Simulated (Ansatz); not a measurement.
## Hypothetical P4/nmm Co2Si, response to strain

Consider Co2Si (space group P4/nmm, No. 129; a = 3.406 Å, c = 5.694 Å; ferromagnetic; a hypothetical phase, not in the database extracts checked). Axes: x, y, z lie along a, b, c of the conventional cell.

Strains are applied to the cell and any free atomic positions relax; under biaxial strain the out-of-plane vector relaxes too.

Computed with PBEsol in Ansatz (plane waves to 420 eV, PAW, no spin-orbit coupling).

Notes on the quantities. pressure: mean of the normal stresses, compression positive.

```tsv
case	volume per atom	pressure
base	11.01 Å³	0.0 GPa
biaxial strain −1.08 %, plane normal [001], relaxed out of plane	10.87 Å³	2.2 GPa
biaxial strain +0.31 %, plane normal [001], relaxed out of plane	11.05 Å³	-0.6 GPa
biaxial strain +2.89 %, plane normal [001], relaxed out of plane	11.39 Å³	-5.3 GPa
isotropic strain +1.20 %	11.41 Å³	-7.2 GPa
```

Other magnetic orders, which the real material may have, were not ruled out. Without a gap, meshes like the base's 14×14×8 leave anisotropic stresses uncertain by several tenths of a GPa, and small strain energies with them. Whether these cells are dynamically stable was not tested.

Ansatz is a quantum-chemistry and plane-wave program.
